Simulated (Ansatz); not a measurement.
What isotropic strain −1.80 % does to CdS

The reference is CdS in the wurtzite structure (space group P6_3mc, No. 186; a = 4.074 Å, c = 6.637 Å).

One thing is altered: the cell is scaled by 0.9820 in all directions, atoms relaxed at fixed cell.

The values are results of Ansatz (a quantum-chemistry and plane-wave program), LDA, PAW, cutoff 420 eV, scalar-relativistic without spin-orbit coupling, not measurements. Settings: 9×9×5 k-points, 0.05 eV Fermi–Dirac smearing.

```json
[
 {"quantity": "volume per atom", "base": "23.85 Å³", "changed": "22.59 Å³", "shift": "-1.26 Å³"},
 {"quantity": "space group", "base": "P6_3mc (No. 186)", "changed": "P6_3mc (No. 186)", "shift": "–"},
 {"quantity": "shortest interatomic distance", "base": "4.708 bohr", "changed": "4.624 bohr", "shift": "-0.084 bohr"},
 {"quantity": "energy relative to the base (free energy F)", "base": "0 meV/atom", "changed": "+16 meV/atom", "shift": "+16 meV/atom"},
 {"quantity": "pressure (mean of the normal stresses, compression positive)", "base": "0.00 GPa", "changed": "4.18 GPa", "shift": "+4.18 GPa"},
 {"quantity": "band gap", "base": "1.03 eV", "changed": "1.15 eV", "shift": "+0.12 eV"},
 {"quantity": "gap character", "base": "direct at Γ", "changed": "direct at Γ", "shift": "–"},
 {"quantity": "mean gap deformation potential ΔEg/Δln V", "base": "–", "changed": "-2.2 eV", "shift": "–"},
 {"quantity": "width of the top valence band", "base": "1.87 eV", "changed": "2.05 eV", "shift": "+0.18 eV"},
 {"quantity": "electron mass", "base": "0.11 mₑ along c, 0.11 mₑ across (at Γ)", "changed": "0.12 mₑ along c, 0.12 mₑ across (at Γ)", "shift": "–"},
 {"quantity": "valence-band top at Γ (three highest levels, from the VBM)", "base": "0.00, 0.00, -0.06 eV", "changed": "0.00, 0.00, -0.07 eV", "shift": "–"}
]
```

Final structure:

```yaml
crystal:
  lattice:
    - [4.00078, 0.00000, 0.00000]
    - [-2.00039, 3.46478, 0.00000]
    - [0.00000, 0.00000, 6.51729]
  atoms:
    - { symbol: Cd, position: [0.33333, 0.66667, 0.00044] }
    - { symbol: Cd, position: [0.66667, 0.33333, 0.50044] }
    - { symbol: S, position: [0.33333, 0.66667, 0.37656] }
    - { symbol: S, position: [0.66667, 0.33333, 0.87656] }
```

Masses are band curvatures over ±0.01 Å⁻¹ around the edge. No phonon test of stability was made.
